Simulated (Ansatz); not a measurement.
Fermi-surface data of TiAl₃ under load (space group I4/mmm)

```
Al3Ti
1.0
   -1.91154     1.91154     4.23389
    1.91154    -1.91154     4.23389
    1.91154     1.91154    -4.23389
Ti Al
1 3
Direct
  0.00000   0.00000   0.00000
  0.50000   0.50000   0.00000
  0.75000   0.25000   0.50000
  0.25000   0.75000   0.50000
```

These are PBEsol, rigid bands (plane waves, PAW, scalar-relativistic; Ansatz, an electronic-structure program) values and carry that method's errors. Condition of this run: uniaxial stress zz = 2 GPa (compression positive) (the target of the relaxation). Geometry: cell and atoms relaxed with PBEsol, then loaded as said.

```yaml
density of states at the Fermi level: 1.74 states/(eV·cell), both spins
bare Sommerfeld coefficient: 1.03 mJ/(mol of atoms·K²)
drude_plasma_energy: 4.3 (x), 4.3 (y), 4.0 (z) eV
root-mean-square Fermi velocity: 4.9e5 m/s
resistivity times τ: 26 (x), 26 (y), 31 (z) ×10⁻²² Ω·m·s
```

A metal at this level (no band gap); rigid bands, thermally averaged at 300 K, both spins. Spin-orbit coupling is left out. τ is one relaxation time for all states.

Computed structure with no diffraction record at hand here (it may be known, metastable or hypothetical): TiAl3 under load (space group I4/mmm).
